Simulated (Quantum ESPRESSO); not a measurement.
Density of states of Y (P6_3/mmc, 2 atoms in the cell).

```
CELL_PARAMETERS angstrom
      3.66443     0.00000     0.00000
     -1.83221     3.17348     0.00000
      0.00000     0.00000     5.91444
ATOMIC_POSITIONS crystal
  Y  0.33333 0.66667 0.25000
  Y  0.66667 0.33333 0.75000
```
Moments meant for the start (each program seeds them in its own way; μB, in the order of the atoms Y Y): 1.0 1.0.

Level of theory: PBEsol, PSlibrary ultrasoft (PBE) pseudopotentials (plane waves; Quantum ESPRESSO 7.5).

SCF settings: ecutwfc = 45 Ry; ecutrho = 315 Ry; occupations = smearing; smearing = gauss; degauss = 0.0073499 Ry; nspin = 2; input_dft = pbesol; potentials = {Y: Y.pbe-spn-rrkjus_psl.1.0.0.UPF}; K_POINTS = automatic 8 8 5 0 0 0; conv_thr = 1e-10 Ry; mixing_beta = 0.2. Keys of the DOS step: nscf.calculation = nscf; nscf.verbosity = high; nscf.occupations = tetrahedra; nscf.nbnd = 18; nscf.startingwfc = random; nscf.diago_thr_init = 1e-06; nscf.diagonalization = cg; nscf.K_POINTS = automatic 16 16 10 0 0 0; projwfc.x.filpdos = pdos; projwfc.x.DeltaE = 0.05 eV; projwfc.x.ngauss = 0; projwfc.x.degauss = 0.01 Ry.

The starting cell comes from a database of computed structures (which also holds hypothetical and non-ambient phases and stackings), without a prior relaxation at this level. Its lattice was rescaled by a random factor within 2.5 % of one.

Total DOS (both spins), as means of the tabulated values in each energy bin; the zero is the program's Fermi level or highest filled level, and the curve is cut to this window:

```
E (eV)  states/eV/cell
------  --------------
-7.80             0.00
-7.40             0.00
-7.00             0.00
-6.60             0.00
-6.20             0.00
-5.80             0.00
-5.40             0.00
-5.00             0.00
-4.60             0.07
-4.20             0.20
-3.80             0.30
-3.40             0.41
-3.00             0.54
-2.60             0.67
-2.20             1.03
-1.80             1.63
-1.40             1.89
-1.00             2.20
-0.60             2.78
-0.20             3.49
0.20              3.18
0.60              2.09
1.00              3.95
1.40              4.05
1.80              3.51
```

Around zero the curve holds about 3.8 states/eV/cell.
